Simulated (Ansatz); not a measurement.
Output of an Ansatz run (abridged):

```
WARN the atoms were moved onto the symmetric positions of the space group found under crystal.symmetry.tolerance 1.0e-5 (fractional …
WARN ansatz: RAYON_NUM_THREADS=1 ignored (pool sized by the plan → 1); use --threads N
Pseudopotentials: kind: paw
Pseudopotential: Al, paw, valence charge 3
Pseudopotential: Sr, paw, valence charge 10
Crystal: 12 atoms, lattice volume = 783.961 Å³
Basis set: ecut = 420 eV, 15291 PW (Γ), exchange–correlation on 90×128×300 points (8 copies of the dense FFT grid, shifted against one another)
Bands: 44, of which v1, the nominal top of the filled ones, is band 32 counted from 1 (31 counted from 0)
Symmetry: 2 space group operations
Space group: P-1 (ITA 2), of the structure as read, at distance tolerance 9.2e-5 Å
k-points: 8 of 15
PAW frozen core: Al, regenerated for the run's functional, and the local potential with it
PAW frozen core: Sr, regenerated for the run's functional, and the local potential with it
Initial density: superposition of atomic densities (neutral atoms: chi_scale 0, normalization atom), corrected by the library's trained network
Initial wavefunctions: pseudopotential atomic-orbital guess
Eigensolver: davidson
Functional: x = pbesol(κ = 0.804, μ = 0.12345679012345678), c = pbesol(β = 0.046)
SCF iter   1: F=—  HF=-18163.038896 eV  |F-HF|=—  |Δ(HF+E_count)|=         —  Δρ=1.72e-3  dr2=5.47e-2  ethr=1.77e-3  ⟨swp⟩=12.9  Hψ=2448  notcnv=0
all-band conjugate gradients solve this SCF's bands
preconditioner: auto → LDOS
SCF iter   2: F=—  HF=-18163.040235 eV  |F-HF|=—  |Δ(HF+E_count)|=   1.34e-3  Δρ=6.93e-4  dr2=1.63e-2  ethr=8.55e-5  ⟨swp⟩=2.0  Hψ=613  notcnv=0  defer=7
SCF iter   3: F=—  HF=-18163.039385 eV  |F-HF|=—  |Δ(HF+E_count)|=   8.50e-4  Δρ=2.80e-4  dr2=3.49e-3  ethr=2.55e-5  ⟨swp⟩=2.5  Hψ=446  notcnv=0  defer=7
SCF iter   4: F=—  HF=-18163.039133 eV  |F-HF|=—  |Δ(HF+E_count)|=   2.52e-4  Δρ=1.63e-4  dr2=4.83e-4  ethr=5.45e-6  ⟨swp⟩=2.1  Hψ=468  notcnv=0  defer=7
SCF iter   5: F=—  HF=-18163.039087 eV  |F-HF|=—  |Δ(HF+E_count)|=   4.60e-5  Δρ=3.78e-5  dr2=3.35e-5  ethr=7.54e-7  ⟨swp⟩=2.0  Hψ=483  notcnv=0  defer=7
SCF iter   6: F=—  HF=-18163.038920 eV  |F-HF|=—  |Δ(HF+E_count)|=   1.68e-4  Δρ=1.21e-5  dr2=3.41e-6  ethr=5.24e-8  ⟨swp⟩=3.0  Hψ=553  notcnv=0  defer=7
SCF iter   7: F=—  HF=-18163.038920 eV  |F-HF|=—  |Δ(HF+E_count)|=   1.51e-7  Δρ=3.68e-6  dr2=3.78e-7  ethr=5.33e-9  ⟨swp⟩=2.8  Hψ=497  notcnv=0  defer=7
SCF iter   8: F=-18163.038920 eV  HF=-18163.038920 eV  |F-HF|=6.65e-9  |Δ(HF+E_count)|=   7.46e-9  Δρ=1.26e-6  dr2=2.47e-8  ethr=1.56e-10  ⟨swp⟩=17.0  Hψ=2098  notcnv=0
SCF 1 converged in 8 iterations: F = -18163.038920 eV  dr2 = 2.47e-8
SCF converged after 8 iterations
Free energy (F): -18163.038920 eV
Harris-Foulkes:  -18163.038920 eV  (|F-HF|=6.65e-9)
Internal energy: -18162.987644 eV  (E = F + TS)
E sigma→0 (E₀):  -18163.013282 eV
Entropy (-TS):   -0.051275 eV (-4.273 meV/atom)
Fermi energy:    0.444934 eV
--- Per-component energies (eV) ---
  E_band       = -769.642176
  E_kinetic    = 1140.993982
  E_local      = -17009.991029  (includes V_loc(G=0)·N_el)
  E_nonlocal   = 900.041493
  E_hartree    = 7626.979635
  E_xc         = -986.670931
  E_vxc        = -859.416136  (∫ρ·V_xc dr)
  E_paw        = -14215.560960  (= ΣΔE_a)
  E_vpaw       = -195.235355  (= ΣTr[D̂ρ^β])
  E_aug_tail   = -0.000024  (compensation charges beyond the density's cutoff)
  E_ewald      = 4380.529688
  E_core_change = 0.690502  (= ΣΔE_core)
  E_smearing   = -0.051275  (= −TS)
  E_closure    = 0.000000  (closes the sum)
  Σ components = -18163.038920   (vs F -18163.038920, Δ=0.00e0)
--- Forces (eV/Å), atoms counted from 1 ---
  atom   1  Al     0.08957069     0.00799167     0.08770426
  atom   2  Al     0.20387184    -0.14323015    -0.22654753
  atom   3  Al     0.12958762     0.15813314    -0.00545037
  atom   4  Al    -0.25368573     0.17307940     0.41284615
  atom   5  Al    -0.20387184     0.14323015     0.22654753
  atom   6  Al    -0.08957069    -0.00799167    -0.08770426
  atom   7  Al     0.25368573    -0.17307940    -0.41284615
  atom   8  Al    -0.12958762    -0.15813314     0.00545037
  atom   9  Sr    -0.17663928     0.01227877    -0.40740519
  atom  10  Sr     0.11350355     0.14211241     0.13506472
  atom  11  Sr    -0.11350355    -0.14211241    -0.13506472
  atom  12  Sr     0.17663928    -0.01227877     0.40740519
  max |Σ_I F_I| component: 1.11e-16 eV/Å
--- Stress (GPa, compression-positive) ---
       -0.885722       0.071404       0.295863
        0.071404      -0.874947      -0.232029
        0.295863      -0.232029      -0.036025
  P = ⅓ Tr σ = -0.5989 GPa (-5.989 kbar)
  The stress holds the Pulay correction. Without it, at fixed plane waves, as pw.x and ABINIT print it: P = -0.6084 GPa
--- Band table (eV; the first three rows and the last of 8) ---
  k-point 0: bands = ["-35.4912", "-35.4911", "-34.7096", "-34.6962", "-17.5895", "-17.5872", "-17.5462", "-17.5456", "-17.4879", "-17.4879", "-16.9023", "-16.8476", "-16.8424", "-16.8156", "-16.7916", "-16.7336", "-7.1229", "-5.9819", "-4.5838", [...]
  k-point 1: bands = ["-35.4911", "-35.4911", "-34.7095", "-34.6964", "-17.5913", "-17.5883", "-17.5481", "-17.5476", "-17.4894", "-17.4888", "-16.8999", "-16.8607", "-16.8395", "-16.8121", "-16.7904", "-16.7330", "-6.7276", "-5.6269", "-5.1453", [...]
  k-point 2: bands = ["-35.4911", "-35.4911", "-34.7083", "-34.6976", "-17.5904", "-17.5876", "-17.5474", "-17.5470", "-17.4902", "-17.4896", "-16.9060", "-16.8584", "-16.8439", "-16.8180", "-16.7817", "-16.7297", "-6.7801", "-5.7708", "-4.9758", [...]
  k-point 7: bands = ["-35.4911", "-35.4911", "-34.7050", "-34.7008", "-17.5896", "-17.5872", "-17.5475", "-17.5472", "-17.4914", "-17.4913", "-16.9149", "-16.8647", "-16.8386", "-16.8273", "-16.7715", "-16.7253", "-6.5557", "-5.8532", "-5.2286", [...]
```

The structure:

```xyz
12
Lattice="6.0598 0.0000 0.0000 -7.0147 5.9841 0.0000 0.0000 0.0000 21.6188" Properties=species:S:1:pos:R:3 pbc="T T T"
Al     1.6822     0.2257     9.0449
Al    -0.2100     3.6879     8.4843
Al    -0.1783     1.8128    10.5291
Al     1.6505     2.1008     7.0000
Al    -3.4442     4.5989    13.1345
Al     1.6784     2.0770    12.5739
Al     1.7101     0.2019    14.6188
Al     3.5388     0.4899    11.0897
Sr     4.7907     0.5623     7.7421
Sr    -3.3185     3.3513     9.7870
Sr    -0.3357     4.9355    11.8318
Sr    -1.4301     1.7404    13.8766
```

**Question.** Write an input that gives this output.

**Answer.** Other spellings and defaults could give the same log, and not every line can be read from it. The input that was run (DFT, PBEsol, plane waves, default PAW files made with PBE):

Ansatz 0.2 input:
```yaml
# Al2Sr
crystal:
  lattice:
    - [6.059843, 0.000000, 0.000000]
    - [-7.014722, 5.984138, 0.000000]
    - [0.000000, 0.000000, 21.618804]
  atoms:
    - { symbol: Al, position: [0.321260, 0.037719, 0.418381] }
    - { symbol: Al, position: [0.678740, 0.616281, 0.392450] }
    - { symbol: Al, position: [0.321260, 0.302941, 0.487035] }
    - { symbol: Al, position: [0.678740, 0.351059, 0.323792] }
    - { symbol: Al, position: [0.321260, 0.768519, 0.607550] }
    - { symbol: Al, position: [0.678740, 0.347081, 0.581619] }
    - { symbol: Al, position: [0.321260, 0.033741, 0.676208] }
    - { symbol: Al, position: [0.678740, 0.081859, 0.512965] }
    - { symbol: Sr, position: [0.899340, 0.093970, 0.358119] }
    - { symbol: Sr, position: [0.100660, 0.560030, 0.452708] }
    - { symbol: Sr, position: [0.899340, 0.824770, 0.547292] }
    - { symbol: Sr, position: [0.100660, 0.290830, 0.641877] }
basis:
  ecutwfc: 420.0 eV
kpoints:
  mp_grid: { grid: [5, 3, 1] }
hamiltonian:
  xc: pbesol
  pseudopotentials: { kind: paw }
scf:
  occupations: { method: gaussian, width: 0.1 eV }
output:
  forces: true
  eigenvalues: true
  stress: true
```

The starting cell comes from a database of computed structures (which also holds hypothetical and non-ambient phases and stackings), without a prior relaxation at this level. The slab is cut from that crystal, and its faces are unrelaxed. Its lattice was rescaled by up to half a per cent.

Ansatz is a first-principles code.
